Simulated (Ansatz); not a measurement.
The parent structure is TaN (space group P-6m2, No. 187; a = 2.936 Å, c = 2.885 Å). Axes: x lies along a and z along c of the hexagonal cell.

All numbers come from DFT with r2SCAN, PAW potentials and a 500 eV plane-wave cutoff in Ansatz (a quantum-chemistry and plane-wave program), without spin-orbit coupling, earlier PAW set.

For the base:

| Quantity | Value |
|---|---|
| Pressure | 0.0 GPa |
| Volume per atom | 10.77 Å³ |

The change: tensile biaxial strain of 0.85 % in the plane normal to [001], as in epitaxy on a mismatched substrate; the out-of-plane cell vector and the atoms relax.

Question: Predict the new pressure and volume per atom.

Answer: The pressure (mean of the normal stresses, compression positive) goes from zero to -4.6 GPa; the volume per atom increases by 0.15 Å³, from 10.77 Å³ to 10.92 Å³.

The mesh was chosen for an insulator and is coarse for the gapless case. Whether these cells are dynamically stable was not tested. All final runs are without spin polarisation. This is not the structure that TaN has at room temperature and ambient pressure.
